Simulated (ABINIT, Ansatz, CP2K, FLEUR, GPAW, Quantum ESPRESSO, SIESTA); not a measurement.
## One structure in several programs: MnSnF6 (R-3, 8 atoms in the cell)

Self-consistent single point.

```yaml
crystal:
  lattice:
    - [2.69588, 1.55647, 4.86032]
    - [-2.69588, 1.55647, 4.86032]
    - [0.00000, -3.11294, 4.86032]
  atoms:
    - { symbol: Mn, position: [0.50000, 0.50000, 0.50000], spin: 4.0 }
    - { symbol: Sn, position: [0.00000, 0.00000, 0.00000] }
    - { symbol: F, position: [0.11575, 0.75862, 0.36815] }
    - { symbol: F, position: [0.88425, 0.24138, 0.63185] }
    - { symbol: F, position: [0.36815, 0.11575, 0.75862] }
    - { symbol: F, position: [0.63185, 0.88425, 0.24138] }
    - { symbol: F, position: [0.75862, 0.36815, 0.11575] }
    - { symbol: F, position: [0.24138, 0.63185, 0.88425] }
```
(The spins are starting values, not results.)

All programs got the same cell, k-point mesh and kind of occupations, and the same starting moments (in Ansatz's words: kpoints.mp_grid.grid = 3 3 3; magnetization.spin_polarized = true; scf.occupations.method = fermi_dirac; scf.occupations.width = 0.01 eV); potentials, basis and cutoffs are each program's usual ones.

```tsv
code	model	pressure (GPa)	largest force (eV/Å)	gap on the mesh (eV)	size of the net moment (μB/atom)	k-points	cutoff
GPAW	PBEsol, GPAW PAW datasets PBEsol (made by gpaw-setup)	–	0.535	0.917	0.63	6	950 eV
FLEUR	PBEsol, all-electron FLAPW (FLEUR), scalar-relativistic valence	–	0.674	1.050	0.62	6	Kmax 4.6 1/bohr
ABINIT	PBEsol, norm-conserving pseudopotentials (PseudoDojo nc-sr-04 PBEsol standard)	-6.10	0.463	1.102	0.62	6	1306 eV
Quantum ESPRESSO	PBEsol, PseudoDojo standard norm-conserving (PBESOL) pseudopotentials	-6.09	0.463	1.102	0.62	6	100 Ry
SIESTA	GGA PBEsol, numerical atomic orbitals TZP, PseudoDojo PBEsol standard norm-conserving potentials (rewritten from UPF to PSML)	-8.32	0.331	1.189	0.62	14	grid 350 Ry
Ansatz	PBEsol, PAW files made with PBE	-6.40	0.466	1.022	0.62	6	default
CP2K	PBEsol, GPW, DZVP-MOLOPT-SR-GTH basis, GTH-PBE potentials (GTH_POTENTIALS)	-3.19	0.338	1.038	0.62	14	grid 600 Ry
```

A dash marks a value that a program does not give, or that is left out as unsure.

Gaps are read on the mesh.

The spread over the programs that give each value: pressure within 5.13 GPa; largest force within 0.343 eV/Å; gap on the mesh within 0.272 eV; size of the net moment within 0.01 μB/atom.

The starting cell comes from a database of computed structures (which also holds hypothetical and non-ambient phases and stackings), without a prior relaxation at this level. Its lattice was rescaled by a random factor within 2.5 % of one. On Ansatz's run: With one magnetic atom in the cell only a parallel order is possible. In the base run, with a pressure of about -6 GPa the cell is away from its equilibrium volume at this level.

### Question
Why do the programs differ, and what cannot be compared?

### Answer
Differences of this kind can come from the potentials, where these differ, and from what each basis and cutoff leave unconverged. The valence holds different numbers of electrons (GPAW 71, FLEUR 71, ABINIT 71, Quantum ESPRESSO 71, SIESTA 71, Ansatz (a program for electronic structure) 71, CP2K 61). The zero of total energies and Fermi levels follows the potentials and each program's conventions, so they are not compared here. SIESTA and CP2K use small atom-centred bases, whose incompleteness enters pressures, forces and empty levels differently from a plane-wave cutoff. FLEUR treats all electrons, but the usual bases taken here (sphere radii, linearisation, local orbitals, empty states) were not tested for convergence, so the values are no reference for the others. Ansatz's pressure is given at a fixed set of plane waves, as the other plane-wave codes print theirs; with its correction for the finite basis it is -6.00 GPa (the shift of 0.40 GPa shows how far the cutoff is from converged). The pressure of GPAW is left out: its cutoff lies under the one at which its stress was checked. Site moments depend on each program's spheres or projections; the total moment of the cell does not. The programs reduce the same mesh by symmetry to different extents, which changes the work and not the result. In the pressure, SIESTA (by 2.23) and CP2K (by 2.91) lie more than 1 GPa from the median of the plane-wave programs. In the gap, GPAW (by 0.145) and SIESTA (by 0.127) lie more than 0.12 eV from the median of the plane-wave programs. In the force vectors, GPAW (by 0.113), FLEUR (by 0.247), SIESTA (by 0.235) and CP2K (by 0.564) lie more than 0.08 eV/Å from the median of the plane-wave programs.

Left out of this page: Elk (unsound by tests on forces, stress, charge or solver warnings).

Keys are those of Ansatz 0.2.
